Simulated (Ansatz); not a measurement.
Consider the energy of the reaction as written. Reaction: 1/4 cell B + 3/4 F (atom) → cell A. The sign is products less reactants.

Cell A: a slab of Ru (hcp, P6₃/mmc) cut along (0001), 9 atoms, hexagonal cell of 2.72 Å (6.4 Å²), symmetry P3m1 within 0.02 Å, 16.5 Å thick under 16 Å of vacuum, in-plane vectors held at the crystal's; planes from bottom to top: Ru × 8 | F, its two faces unlike (dipole correction applied); added, foreign or displaced atoms, above the top plane: F bound to 3 Ru at 2.22 Å; spin state with PBE: run without spin, k-point mesh 20×20×1.
```yaml
crystal:
  lattice:
    - [2.72194, 0.00000, 0.00000]
    - [1.36097, 2.35727, 0.00000]
    - [0.00000, 0.00000, 32.29448]
  atoms:
    - { symbol: Ru, position: [0.66667, 0.66667, 0.24983] }
    - { symbol: Ru, position: [0.00000, 0.00000, 0.31365] }
    - { symbol: Ru, position: [0.66667, 0.66667, 0.38040] }
    - { symbol: Ru, position: [0.00000, 0.00000, 0.44735] }
    - { symbol: Ru, position: [0.66667, 0.66667, 0.51331] }
    - { symbol: Ru, position: [0.00000, 0.00000, 0.57999] }
    - { symbol: Ru, position: [0.66667, 0.66667, 0.64746] }
    - { symbol: Ru, position: [0.00000, 0.00000, 0.71111] }
    - { symbol: F, position: [0.33333, 0.33333, 0.75973] }
```

Cell B: a slab of Ru (hcp, P6₃/mmc) cut along (0001), 33 atoms, hexagonal cell of 5.44 Å (25.7 Å²), symmetry P3m1 within 0.02 Å, 16.6 Å thick under 16 Å of vacuum, in-plane vectors held at the crystal's; planes from bottom to top: Ru4 × 8 | F, its two faces unlike (dipole correction applied); added, foreign or displaced atoms, above the top plane: F bound to 3 Ru at 2.28 Å; spin state with PBE: run without spin, k-point mesh 8×8×1.
```yaml
crystal:
  lattice:
    - [5.44387, 0.00000, 0.00000]
    - [2.72194, 4.71453, 0.00000]
    - [0.00000, 0.00000, 32.29448]
  atoms:
    - { symbol: Ru, position: [0.83336, 0.33332, 0.25077] }
    - { symbol: Ru, position: [0.33332, 0.33332, 0.25077] }
    - { symbol: Ru, position: [0.83333, 0.83333, 0.25080] }
    - { symbol: Ru, position: [0.33332, 0.83336, 0.25077] }
    - { symbol: Ru, position: [0.99998, 0.99998, 0.31463] }
    - { symbol: Ru, position: [0.50003, 0.99998, 0.31463] }
    - { symbol: Ru, position: [0.99998, 0.50003, 0.31463] }
    - { symbol: Ru, position: [0.50000, 0.50000, 0.31467] }
    - { symbol: Ru, position: [0.83316, 0.33342, 0.38132] }
    - { symbol: Ru, position: [0.33342, 0.33342, 0.38132] }
    - { symbol: Ru, position: [0.83333, 0.83333, 0.38145] }
    - { symbol: Ru, position: [0.33342, 0.83316, 0.38132] }
    - { symbol: Ru, position: [0.00008, 0.00008, 0.44773] }
    - { symbol: Ru, position: [0.49984, 0.00008, 0.44773] }
    - { symbol: Ru, position: [0.00008, 0.49984, 0.44773] }
    - { symbol: Ru, position: [0.50000, 0.50000, 0.44797] }
    - { symbol: Ru, position: [0.83361, 0.33320, 0.51418] }
    - { symbol: Ru, position: [0.33320, 0.33320, 0.51418] }
    - { symbol: Ru, position: [0.83333, 0.83333, 0.51423] }
    - { symbol: Ru, position: [0.33320, 0.83361, 0.51418] }
    - { symbol: Ru, position: [0.99930, 0.99930, 0.58046] }
    - { symbol: Ru, position: [0.50141, 0.99930, 0.58046] }
    - { symbol: Ru, position: [0.99930, 0.50141, 0.58046] }
    - { symbol: Ru, position: [0.50000, 0.50000, 0.58057] }
    - { symbol: Ru, position: [0.83222, 0.33389, 0.64706] }
    - { symbol: Ru, position: [0.33389, 0.33389, 0.64706] }
    - { symbol: Ru, position: [0.83333, 0.83333, 0.64906] }
    - { symbol: Ru, position: [0.33389, 0.83222, 0.64706] }
    - { symbol: Ru, position: [0.00404, 0.00404, 0.71116] }
    - { symbol: Ru, position: [0.49192, 0.00404, 0.71116] }
    - { symbol: Ru, position: [0.00404, 0.49192, 0.71116] }
    - { symbol: Ru, position: [0.50000, 0.50000, 0.71035] }
    - { symbol: F, position: [0.16667, 0.16667, 0.76341] }
```

Reference: an isolated F atom (doublet) in a box of 11 × 11 × 12 Å.

Computed with Ansatz (plane waves, PAW), its default PAW set, cutoff 420 eV, 500 eV for r2SCAN. The structures are at rest with PBE, within the held lattices; other levels are single points on them. Neutral cells; Fermi-Dirac smearing of at most 0.10 eV in the solids, energies taken to zero width. The lattices are those relaxed with PBE, so at other levels the solids can be strained, which adds to the spread. Larger cells are relaxed from a start prepared with the learned potential CHGNet, on a coarser mesh till forces fall under 0.03 eV/Å, which some starts already meet. A dispersion term (D3(BJ), or D4 for r2SCAN) was computed beside these levels and is taken off wherever the name lacks it. Nuclei at rest; no vibrational terms. No structure search was made; lower ones may exist. The d electrons get no Hubbard U. Values are for these cell sizes. The cells' k-point meshes differ in density, so the last digit is unsettled. Cell A has symmetry P3m1 within 0.02 Å and got no random move, so less symmetric positions, which may lie lower, weren't tried. Cell B has symmetry P3m1 within 0.02 Å and got no random move, so less symmetric positions, which may lie lower, weren't tried.

### Question
Estimate the value that PBE returns for this input.

### Answer
-2.60 eV, for 1/4 cell B + 3/4 F (atom) → cell A.

### Question
What do the other levels give, and how wide is the spread?

### Answer
```
Level   value (eV)  less PBE
------  ----------  --------
r2SCAN       -2.63     -0.03
```

The levels shown span only 0.03 eV, too little to tell them apart.

Ansatz is an electronic-structure program.
